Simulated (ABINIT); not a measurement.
## ABINIT run on K2CuBiI6 (Fm-3m, 10 atoms in the cell): self-consistent single point

Level of theory: PBEsol, PAW (JTH v2.0 PBE PAW, files made for PBE) (plane waves; ABINIT 10.0.3).

Input as run:

```
# K2CuBiI6, JTH v2.0 PBE PAW
pp_dirpath "./"
pseudos "K.GGA_PBE-JTH.xml, Cu.GGA_PBE-JTH.xml, Bi.GGA_PBE-JTH.xml, I.GGA_PBE-JTH.xml"
acell 8.3741312593 8.3741312593 8.3741312593 Angstrom
rprim
         0.0000000000    0.7071067812    0.7071067812
         0.7071067812    0.0000000000    0.7071067812
         0.7071067812    0.7071067812    0.0000000000
natom 10
ntypat 4
znucl 19 29 83 53
typat 1 1 2 3 4 4 4 4 4 4
xred
         0.7500000000    0.7500000000    0.7500000000
         0.2500000000    0.2500000000    0.2500000000
         0.5000000000    0.5000000000    0.5000000000
         0.0000000000    0.0000000000    0.0000000000
         0.7393400000    0.2606600000    0.2606600000
         0.2606600000    0.7393400000    0.7393400000
         0.2606600000    0.7393400000    0.2606600000
         0.7393400000    0.2606600000    0.7393400000
         0.2606600000    0.2606600000    0.7393400000
         0.7393400000    0.7393400000    0.2606600000
ecut 30 Ha
pawecutdg 60 Ha
pawxcdev 0
ixc -116133
occopt 1
nband 50
kptopt 1
ngkpt 3 3 3
nshiftk 1
shiftk 0 0 0
nstep 100
tolvrs 1.0e-12
diemac 4
prtwf 0
prtden 0
```

Output (repeated stretches shortened):

```
 Symmetries : space group Fm -3 m (#225); Bravais cF (face-center cubic)

 -outvars: echo values of preprocessed input variables --------
            acell      1.5824814681E+01  1.5824814681E+01  1.5824814681E+01 Bohr
           diemac      4.00000000E+00
             ecut      3.00000000E+01 Hartree
              ixc     -116133
         kptrlatt        3    0    0      0    3    0      0    0    3
          kptrlen      4.74744440E+01
            natom          10
            nband          50
            ngfft          80      80      80
          ngfftdg         120     120     120
             nkpt           4
            nstep         100
             nsym          48
           ntypat           4
        pawecutdg      6.00000000E+01 Hartree
         pawxcdev           0
            rprim      0.0000000000E+00  7.0710678120E-01  7.0710678120E-01
                       7.0710678120E-01  0.0000000000E+00  7.0710678120E-01
                       7.0710678120E-01  7.0710678120E-01  0.0000000000E+00
          spgroup         225
           tolvrs      1.00000000E-12
            typat      1  1  2  3  4  4  4  4  4  4
           useylm           1
             xred      7.5000000000E-01  7.5000000000E-01  7.5000000000E-01
                       2.5000000000E-01  2.5000000000E-01  2.5000000000E-01
                       5.0000000000E-01  5.0000000000E-01  5.0000000000E-01
                       0.0000000000E+00  0.0000000000E+00  0.0000000000E+00
                       7.3934000000E-01  2.6066000000E-01  2.6066000000E-01
                       2.6066000000E-01  7.3934000000E-01  7.3934000000E-01
                       2.6066000000E-01  7.3934000000E-01  2.6066000000E-01
                       7.3934000000E-01  2.6066000000E-01  7.3934000000E-01
                       2.6066000000E-01  2.6066000000E-01  7.3934000000E-01
                       7.3934000000E-01  7.3934000000E-01  2.6066000000E-01
            znucl       19.00000   29.00000   83.00000   53.00000

== DATASET  1 ==================================================================

 Real(R)+Recip(G) space primitive vectors, cartesian coordinates (Bohr,Bohr^-1):
 R(1)=  0.0000000 11.1898338 11.1898338  G(1)= -0.0446834  0.0446834  0.0446834
 R(2)= 11.1898338  0.0000000 11.1898338  G(2)=  0.0446834 -0.0446834  0.0446834
 R(3)= 11.1898338 11.1898338  0.0000000  G(3)=  0.0446834  0.0446834 -0.0446834
 Unit cell volume ucvol=  2.8022114E+03 bohr^3
 Angles (23,13,12)=  6.00000000E+01  6.00000000E+01  6.00000000E+01 degrees

 Coarse grid specifications (used for wave-functions):

 getcut: wavevector=  0.0000  0.0000  0.0000  ngfft=  80  80  80
         ecut(hartree)=     30.000   => boxcut(ratio)=   2.05034

 Fine grid specifications (used for densities):

 getcut: wavevector=  0.0000  0.0000  0.0000  ngfft= 120 120 120
         ecut(hartree)=     60.000   => boxcut(ratio)=   2.17471

   5.54178080E+04                                ecore*ucvol(ha*bohr**3)

_setup2: Arith. and geom. avg. npw (full set) are   21967.519   21967.489

--- !BeginCycle
solver: {iscf: 17, nstep: 100, nline: 4, wfoptalg: 10, }
tolerances: {tolvrs: 1.00E-12, }
...

     iter   Etot(hartree)      deltaE(h)  residm     nres2
 ETOT  1  -368.57067510215    -3.686E+02 4.867E+01 5.436E+02
 ETOT  2  -398.26713655857    -2.970E+01 3.810E-01 1.950E+03
 ETOT  3  -397.55292587163     7.142E-01 1.274E+00 7.360E+02
 ETOT  4  -397.56927795149    -1.635E-02 1.737E-01 1.336E+02
 ETOT  5  -397.45245048062     1.168E-01 8.739E-02 7.057E+01
 ETOT  6  -397.40847643099     4.397E-02 1.946E-02 4.287E+01
   [... 18 lines left out ...]
 ETOT 25  -397.30052987081     4.547E-13 5.007E-08 6.806E-11
 ETOT 26  -397.30052987078     2.370E-11 3.002E-08 2.921E-11
 ETOT 27  -397.30052987079    -8.868E-12 1.232E-08 6.770E-12
 ETOT 28  -397.30052987081    -1.944E-11 7.409E-09 5.176E-12
 ETOT 29  -397.30052987086    -4.570E-11 3.035E-09 4.000E-13

 At SCF step   29       nres2   =  4.00E-13 < tolvrs=  1.00E-12 =>converged.

 Cartesian components of stress tensor (hartree/bohr^3)
  sigma(1 1)=  3.92304408E-05  sigma(3 2)=  0.00000000E+00
  sigma(2 2)=  3.92304408E-05  sigma(3 1)=  0.00000000E+00
  sigma(3 3)=  3.92304408E-05  sigma(2 1)=  0.00000000E+00

 ----iterations are completed or convergence reached----

 reduced coordinates (array xred) for   10 atoms
       0.750000000000      0.750000000000      0.750000000000
       0.250000000000      0.250000000000      0.250000000000
       0.500000000000      0.500000000000      0.500000000000
       0.000000000000      0.000000000000      0.000000000000
       0.739340000000      0.260660000000      0.260660000000
       0.260660000000      0.739340000000      0.739340000000
       0.260660000000      0.739340000000      0.260660000000
       0.739340000000      0.260660000000      0.739340000000
       0.260660000000      0.260660000000      0.739340000000
       0.739340000000      0.739340000000      0.260660000000
 cartesian forces (eV/Angstrom) at end:
    1     -0.00000000000000    -0.00000000000000    -0.00000000000000
    2     -0.00000000000000    -0.00000000000000    -0.00000000000000
    3     -0.00000000000000    -0.00000000000000    -0.00000000000000
    4     -0.00000000000000    -0.00000000000000    -0.00000000000000
    5      0.04273264703000    -0.00000000000000    -0.00000000000000
    6     -0.04273264703000     0.00000000000000    -0.00000000000000
    7     -0.00000000000000     0.04273264703000    -0.00000000000000
    8      0.00000000000000    -0.04273264703000    -0.00000000000000
    9     -0.00000000000000    -0.00000000000000     0.04273264703000
   10     -0.00000000000000     0.00000000000000    -0.04273264703000
 frms,max,avg= 1.9110621E-02 4.2732647E-02   0.000E+00  0.000E+00  0.000E+00 e/A
 length scales= 15.824814680914 15.824814680914 15.824814680914 bohr
              =  8.374131259300  8.374131259300  8.374131259300 angstroms
 Fermi (or HOMO) energy (hartree) =  -0.08611   Average Vxc (hartree)=  -0.28643
 Eigenvalues (hartree) for nkpt=   4  k points:
 kpt#   1, nband= 50, wtk=  0.03704, kpt=  0.0000  0.0000  0.0000 (reduced coord)
  -4.15584   -2.59627   -2.59627   -2.59627   -1.18997   -1.18997   -0.93088   -0.93088
  -0.93023   -0.93023   -0.93023   -0.58436   -0.58436   -0.58436   -0.58427   -0.58427
  -0.58427   -0.55691   -0.52013   -0.52013   -0.52013   -0.50981   -0.50981   -0.46166
  -0.23049   -0.23049   -0.23049   -0.21440   -0.18643   -0.18643   -0.18643   -0.17237
  -0.17237   -0.13005   -0.13005   -0.13005   -0.12748   -0.12748   -0.12748   -0.12429
  -0.12429   -0.12429   -0.10094   -0.10094   -0.10094   -0.08611   -0.08611   -0.02596
  -0.02596   -0.02596
 prteigrs : prtvol=0 or 1, do not print more k-points.

--- !EnergyTerms
comment             : Components of total free energy in Hartree
kinetic             :  5.26838127527305E+01
hartree             :  1.49340910166251E+02
xc                  : -3.82697012901437E+01
Ewald energy        : -1.92991370487425E+02
psp_core            :  1.97764548805507E+01
local_psp           : -3.76153368929879E+02
spherical_terms     : -1.16872671945024E+01
total_energy        : -3.97300530102417E+02
total_energy_eV     : -1.08110972323984E+04
...

-Cartesian components of stress tensor (GPa)         [Pressure= -1.1542E+00 GPa]
- sigma(1 1)=  1.15419922E+00  sigma(3 2)=  0.00000000E+00
- sigma(2 2)=  1.15419922E+00  sigma(3 1)=  0.00000000E+00
- sigma(3 3)=  1.15419922E+00  sigma(2 1)=  0.00000000E+00

 Calculation completed.
```

The run converged in 29 iterations.

The starting cell comes from a database of computed structures (which also holds hypothetical and non-ambient phases and stackings), without a prior relaxation at this level. Its lattice was rescaled by a random factor within 2.5 % of one. The potentials were made for another functional than the one used.

Cost on one core of a shared machine: roughly 20 min.
